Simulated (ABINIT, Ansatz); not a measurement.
An ABINIT input for a self-consistent single point of LaCuSeO (P4/nmm, 8 atoms in the cell) (DFT, PBEsol, plane waves, PAW (JTH v2.0 PBE PAW, files made for PBE)):

```
# LaCuSeO, JTH v2.0 PBE PAW
pp_dirpath "./"
pseudos "La.GGA_PBE-JTH.xml, Cu.GGA_PBE-JTH.xml, Se.GGA_PBE-JTH.xml, O.GGA_PBE-JTH.xml"
acell 3*1.0
rprim
         7.5364545521    0.0000000000    0.0000000000
         0.0000000000    7.5364545521    0.0000000000
         0.0000000000    0.0000000000   16.3424441223
natom 8
ntypat 4
znucl 57 29 34 8
typat 1 1 2 2 3 3 4 4
xred
         0.0000000000    0.5000000000    0.8599800000
         0.5000000000    0.0000000000    0.1400200000
         0.5000000000    0.5000000000    0.5000000000
         0.0000000000    0.0000000000    0.5000000000
         0.0000000000    0.5000000000    0.3307900000
         0.5000000000    0.0000000000    0.6692100000
         0.5000000000    0.5000000000    0.0000000000
         0.0000000000    0.0000000000    0.0000000000
ecut 30
pawecutdg 60
pawxcdev 0
ixc -116133
occopt 1
nband 45
kptopt 1
ngkpt 5 5 3
nshiftk 1
shiftk 0 0 0
nstep 100
tolvrs 1.0e-10
diemac 9
prtwf 0
prtden 0
```

**Question.** Write the same calculation as an input for Ansatz (a first-principles code).

**Answer.** This is the input that was run; spellings and numerical settings could be chosen otherwise.

Ansatz 0.2 input:
```yaml
crystal:
  lattice:
    - [3.988120, 0.000000, 0.000000]
    - [0.000000, 3.988120, 0.000000]
    - [0.000000, 0.000000, 8.648049]
  atoms:
    - { symbol: La, position_ang: [0.000000, 1.994060, 7.437149] }
    - { symbol: La, position_ang: [1.994060, 0.000000, 1.210900] }
    - { symbol: Cu, position_ang: [1.994060, 1.994060, 4.324025] }
    - { symbol: Cu, position_ang: [0.000000, 0.000000, 4.324025] }
    - { symbol: Se, position_ang: [0.000000, 1.994060, 2.860688] }
    - { symbol: Se, position_ang: [1.994060, 0.000000, 5.787361] }
    - { symbol: O, position_ang: [1.994060, 1.994060, 0.000000] }
    - { symbol: O, position_ang: [0.000000, 0.000000, 0.000000] }
kpoints:
  mp_grid: { grid: [5, 5, 3] }
hamiltonian:
  xc: pbesol
  pseudopotentials: { kind: paw }
scf:
  occupations: { method: fixed }
output:
  forces: true
  eigenvalues: true
  stress: true
```

Basis settings and potentials, where a program has them, do not carry over. This input uses DFT, PBEsol, plane waves, default PAW files made with PBE.

The starting cell comes from a database of computed structures (which also holds hypothetical and non-ambient phases and stackings), without a prior relaxation at this level. For this run, on top of that: lattice scaled by 0.98.
